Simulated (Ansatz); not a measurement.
## ZnS (model structure, started from the BN type, Pm-3n, No. 223, 12 atoms in the cell)

All values below come from LDA (PAW; Ansatz, a program for electronic structure).

Settings: plane-wave cutoff 520 eV, 6×6×6 k mesh, Fermi–Dirac smearing 0.01 eV, scalar-relativistic PAW data made under PBE.

Cell (relaxed at this level):

Space group Pm-3n (No. 223); a = b = c = 6.528 Å, α = β = γ = 90.00°

| atom | site | symmetry | x | y | z |
|---|---|---|---|---|---|
| Zn | 6c | -4m.2 | 0.0000 | 0.5000 | 0.2500 |
| S | 6d | -4m.2 | 0.0000 | 0.2500 | 0.5000 |

```
Property            Result
--------  ----------------
band gap  2.01 eV (direct)
```

Note: the relaxation could raise the start's symmetry but not lower it, so the cell can be a saddle point.

The computed numbers hold no vibrational or temperature effects.

The result took very roughly 40 core-seconds.

A model structure was made by putting elements into a prototype or built by hand; it is no filed structure, need not be a known phase, and can be a saddle point held by its symmetry.
